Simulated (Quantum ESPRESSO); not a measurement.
A self-consistent single point of Mo3S4 (P1, 14 atoms in the cell) with Quantum ESPRESSO.

Computed with LDA (PZ), GBRV 1.5 ultrasoft (LDA) pseudopotentials (plane waves; Quantum ESPRESSO).

```xyz
14
Lattice="4.6444 2.6815 3.6614 -4.6444 2.6815 3.6614 0.0000 -5.3629 3.6614" Properties=species:S:1:pos:R:3 pbc="T T T"
Mo    -0.6344     1.4757     4.2686
Mo     0.7382    -1.4174     6.7690
Mo    -0.9384    -1.3222     4.1324
Mo     0.8708     1.3929     6.7062
Mo     1.6102    -0.1777     4.3693
Mo    -1.4857     0.0578     6.6843
S     -2.7927     0.1327     4.5992
S      2.8107    -0.2388     6.3238
S      1.1347    -2.3453     4.6515
S     -1.2181     2.5614     6.4755
S      1.5317     2.2236     4.5826
S     -1.5820    -2.2746     6.3489
S     -0.0121    -0.1272     2.5426
S     -0.0331     0.0592     8.4347
```

Reference input (self-consistent single point, DFT, PBEsol, plane waves, GBRV 1.5 ultrasoft (PBESOL) pseudopotentials): ecutwfc = 40 Ry; ecutrho = 320 Ry; occupations = smearing; smearing = gauss; degauss = 0.0036749 Ry; potentials = {Mo: mo_pbesol_v1.uspp.F.UPF, S: s_pbesol_v1.4.uspp.F.UPF}; K_POINTS = automatic 3 3 3 0 0 0; conv_thr = 1e-09 Ry. This run's input differs from it in these lines:

```diff
@@ -24,4 +24,4 @@
 ATOMIC_SPECIES
-Mo    95.9500  mo_pbesol_v1.uspp.F.UPF
-S     32.0600  s_pbesol_v1.4.uspp.F.UPF
+Mo    95.9500  mo_lda_v1.uspp.F.UPF
+S     32.0600  s_lda_v1.4.uspp.F.UPF
 ATOMIC_POSITIONS {bohr}
```

The program printed (abridged):

```
     Self-consistent Calculation

     iteration #  1     ecut=    40.00 Ry     beta= 0.70

---- Real-time Memory Report at c_bands before calling an iterative solver
           609 MiB given to the printing process from OS
           257 MiB allocation reported by mallinfo(arena+hblkhd)
------------------

     Threshold (ethr) on eigenvalues was too large:
     Diagonalizing with lowered threshold

---- Real-time Memory Report at c_bands before calling an iterative solver
           786 MiB given to the printing process from OS
           271 MiB allocation reported by mallinfo(arena+hblkhd)
------------------

   [... lines left out ...]

---- Real-time Memory Report at c_bands before calling an iterative solver
           813 MiB given to the printing process from OS
           299 MiB allocation reported by mallinfo(arena+hblkhd)
------------------

     total energy              =   -1030.39951696 Ry
     estimated scf accuracy    <          1.9E-09 Ry

     iteration # 20     ecut=    40.00 Ry     beta= 0.70

---- Real-time Memory Report at c_bands before calling an iterative solver
           813 MiB given to the printing process from OS
           299 MiB allocation reported by mallinfo(arena+hblkhd)
------------------
     End of self-consistent calculation

     the Fermi energy is    10.2538 ev

!    total energy              =   -1030.39951696 Ry
     estimated scf accuracy    <          6.5E-10 Ry
     smearing contrib. (-TS)   =      -0.00074248 Ry
     internal energy E=F+TS    =   -1030.39877448 Ry

     convergence has been achieved in  20 iterations

     Forces acting on atoms (cartesian axes, Ry/au):

     atom    1 type  1   force =    -0.05813169   -0.05033900    0.01738607
     atom    2 type  1   force =    -0.03752820    0.00394840   -0.03788708
     atom    3 type  1   force =    -0.02003665   -0.00851860    0.11995450
     atom    4 type  1   force =     0.00737625   -0.05435026   -0.03087483
     atom    5 type  1   force =    -0.02525832    0.06495356   -0.05673316
   [... lines left out ...]

     Total force =     0.291237     Total SCF correction =     0.000081

          total   stress  (Ry/bohr**3)                   (kbar)     P=      -20.89
  -0.00027091   0.00012745   0.00005735          -39.85       18.75        8.44
   0.00012745  -0.00011560  -0.00010796           18.75      -17.01      -15.88
   0.00005735  -0.00010796  -0.00003956            8.44      -15.88       -5.82

   JOB DONE.
```

The run converged in 20 iterations. Against the reference run the pressure goes from 0.41 to -2.09 GPa and the largest force goes from 3.303 to 3.135 eV/Å. The full log also holds: “c_bands:  1 eigenvalues not converged”.

The starting cell comes from a database of computed structures (which also holds hypothetical and non-ambient phases and stackings), without a prior relaxation at this level. Its atoms were displaced at random from the sites of space group no. 148. Spin polarisation is off. Forces in this geometry exceed 1 eV/Å.

Cost on one core of a shared machine: roughly 7 min.
